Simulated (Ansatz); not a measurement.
Consider WSi2 (space group I4/mmm, No. 139; a = 3.2289 Å, c = 7.8697 Å; relaxed with 0.1 eV smearing). Axes: x, y, z lie along a, b, c of the conventional cell.

All numbers come from PBE in Ansatz (plane waves to 420 eV, PAW, no spin-orbit coupling).

The change: the cell is compressed by 2.50 % along z with no lateral relaxation; the atoms relax in the strained cell.

Problem. Predict the stress tensor and what it implies for the stiffness.

Solution. Stress of the strained cell less that of the base (GPa, compression positive):
```
    2.5     0.0     0.0
    0.0     2.5     0.0
    0.0     0.0    14.7
```

Then −Δσ_ii/ε with ε = -0.0250 gives secant stiffness values (nonlinear terms included at this strain): C33 ≈ 589 GPa, C13 ≈ 100 GPa and C23 ≈ 100 GPa.

As a check, the harmonic strain energy −½ V₀ Δσ:ε is 16 meV/atom; the computed energy rise is 15 meV/atom.

No phonon test of stability was made. The final runs are not spin-polarised.

Ansatz is a program for electronic structure.
